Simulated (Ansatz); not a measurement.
**Competing hops of Ta-vacancy pair in fcc Rh, neutral cell**

Consider Ta-vacancy pair (Ta on one host Rh site, one Rh site vacant) in fcc Rh, neutral cell. The numbers are results of PBE, PAW (plane waves to 420 eV; Ansatz, a quantum-chemistry and plane-wave program), not measurements.

Settings: 32 host sites, the relaxed PBE lattice, a 2×2×2 k-point mesh shifted by half a step, smearing 0.10 eV, spin-restricted, no image-charge correction. Energies are static. Spin-orbit coupling is left out. Forms of the defect that were not tried may lie lower.

Barriers: single points on a 4×4×4 k-point mesh shifted by half a step at the bands' geometries (they differ from the bands' own by up to 0.18 eV, and are uncertain by about as much).

```csv
Route,Start site over the lowest site run (eV),Hop (Å),Forward barrier (eV),Backward barrier (eV),Neighbours at the start,Neighbours at the saddle,Saddle order,"Forward, on the band's own sampling (eV)"
one Rh atom jumps into the vacancy from a nearby Rh site (Ta-vacancy distance between ideal sites 2.71 → 5.42 Å),0.56,2.58,1.48,2.04,"4 Rh at 2.67, 2 Rh at 2.70, 4 Rh at 2.74, Rh at 2.79 Å","4 Rh at 2.49, 2 Rh at 2.94, 2 Rh at 2.98 Å","not checked, on a symmetry element",1.43
Ta and the vacancy change places (Ta-vacancy distance between ideal sites 2.71 Å throughout),0.56,2.56,1.62,1.62,"4 Rh at 2.67, 2 Rh at 2.72, 4 Rh at 2.75, Rh at 2.77 Å","4 Rh at 2.48, 4 Rh at 3.00 Å","not checked, on a symmetry element",1.44
```

Paths come from climbing-image nudged elastic band runs. Of the routes that converged and passed our checks, the lowest saddle point lies 2.04 eV above the lowest of the sites run (one Rh atom jumps into the vacancy from a nearby Rh site (Ta-vacancy distance between ideal sites 2.71 → 5.42 Å)); other sites, such as split forms, and other routes may lie lower. A band can be held on a symmetry element, so unchecked saddle points there may be too high.

The whole set of runs took about 2.3 core-hours (a rough figure).
